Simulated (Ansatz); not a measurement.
Take GaN in the zinc blende structure (space group F-43m, No. 216; a = 4.4979 Å) as the base. Axes: x, y, z lie along the cube axes.

Level of theory: r2SCAN (Ansatz, an electronic-structure program; PAW; 500 eV plane waves; scalar-relativistic without spin-orbit coupling).

Before the change:

```
Item                                 Value
---------------------  -------------------
Valence-band top at Γ  0.00, 0.00, 0.00 eV
```

One thing is altered: a pure shear with ε_xy = ε_yx = 0.0200; the atoms relax in the strained cell.

**Question.** Predict the new energy relative to the base and valence-band top at Γ.

**Answer.** The energy grows by 9.2 meV/atom; the valence-band top at Γ (three highest levels, from the VBM) changes from 0.00, 0.00, 0.00 eV to 0.00, -0.15, -0.26 eV.

The levels and masses belong to the bands next to the band gap. No phonon test of stability was made. This is not the structure that GaN has at room temperature and ambient pressure.
